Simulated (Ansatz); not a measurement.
YNbN₃ (model structure, Pm-3m, No. 221, 5 atoms in the cell)

These are PBEsol (plane waves, PAW; Ansatz, a first-principles code) values and carry that method's errors.

Settings: plane-wave cutoff 520 eV, 14×14×14 k mesh, Fermi–Dirac smearing 0.05 eV, no spin polarisation, scalar-relativistic PAW data made under PBE.

Cell (relaxed at this level):

```cif
data_N3NbY
_chemical_formula_sum 'Y1 Nb1 N3'
_space_group_name_H-M_alt 'P 1'
_space_group_IT_number 1
_cell_length_a 4.01160
_cell_length_b 4.01160
_cell_length_c 4.01160
_cell_angle_alpha 90.000
_cell_angle_beta 90.000
_cell_angle_gamma 90.000
loop_
_space_group_symop_operation_xyz
  'x, y, z'
loop_
_atom_site_label
_atom_site_type_symbol
_atom_site_fract_x
_atom_site_fract_y
_atom_site_fract_z
_atom_site_occupancy
Y1 Y 0.00000 0.00000 0.00000 1
Nb1 Nb 0.50000 0.50000 0.50000 1
N1 N 0.50000 0.50000 0.00000 1
N2 N 0.50000 0.00000 0.50000 1
N3 N 0.00000 0.50000 0.50000 1
```

```json
{
 "bulk_modulus": "211 GPa"
}
```

Note: the bulk modulus is −V dP/dV from two relaxed cells at ±2 % in volume; the relaxation could raise the start's symmetry but not lower it, so the cell can be a saddle point.

Computed values are for the static lattice.

The result took around 70 core-seconds (rough).

A model structure was made by putting elements into a prototype or built by hand; it is no filed structure, need not be a known phase, and can be a saddle point held by its symmetry.
